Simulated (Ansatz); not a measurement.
The starting structures come from a database of crystals and need not be the phases stable at ambient conditions.

Given:

```
BaP2
1.0
    6.44328     0.00000     0.00000
   -1.80930     6.22994     0.00000
    0.00000     0.00000    12.30666
Ba P
6 12
Direct
  0.89474   0.66711   0.16026
  0.10526   0.33289   0.83974
  0.60526   0.83289   0.66026
  0.39474   0.16711   0.33974
  0.00000   0.50000   0.50000
  0.50000   0.00000   0.00000
  0.63147   0.69976   0.39028
  0.36853   0.30024   0.60972
  0.86853   0.80024   0.89028
  0.13147   0.19976   0.10972
  0.35068   0.53395   0.12958
  0.64932   0.46605   0.87042
  0.14932   0.96605   0.62958
  0.85068   0.03395   0.37042
  0.33158   0.65160   0.29660
  0.66842   0.34840   0.70340
  0.16842   0.84840   0.79660
  0.83158   0.15160   0.20340
```

Space group of this cell: P2_1/c. The cell is taken as given.

Transport runs along the normal of the first two printed cell vectors.

The gap is the functional's own. No spin-orbit coupling. Mid-gap values are interpolated on the energy grid.

Give the band gap and the smallest decay constant κ at mid-gap that r2SCAN in Ansatz (an electronic-structure program) yields.

Gap 0.78 eV on a 6×6×4 mesh; κ = 0.199 1/Å, at the zone centre.
